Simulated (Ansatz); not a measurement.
Base system: YN in the rock salt structure (space group Fm-3m, No. 225; a = 4.856 Å). Axes: x, y, z lie along the cube axes.

Computed with PBEsol/PAW in Ansatz (a quantum-chemistry and plane-wave program), no SOC.

For the base:

- Pressure = 0.0 GPa
- Band gap = 0.08 eV
- Shortest interatomic distance = 2.428 Å

One thing is altered: biaxial strain +2.50 %, plane normal [001], relaxed out of plane (Cartesian); in-plane vectors clamped, the third vector and the atoms free.

Question: What happens to the energy relative to the base?

Answer: The energy increases by 20 meV/atom.

Question: What does the calculation give for the pressure after the change?

Answer: The pressure (mean of the normal stresses, compression positive) goes from zero to -5.5 GPa.

Question: What does the calculation give for the band gap after the change?

Answer: The band gap changes from 0.08 eV to zero.

Question: How does this affect the shortest interatomic distance?

Answer: The shortest interatomic distance falls by 0.028 Å to 2.400 Å.

The mesh was chosen for an insulator and is coarse for the gapless case. Stability against distortions was not tested. All final runs are without spin polarisation. The zero or small gap of YN can change with the level of theory.
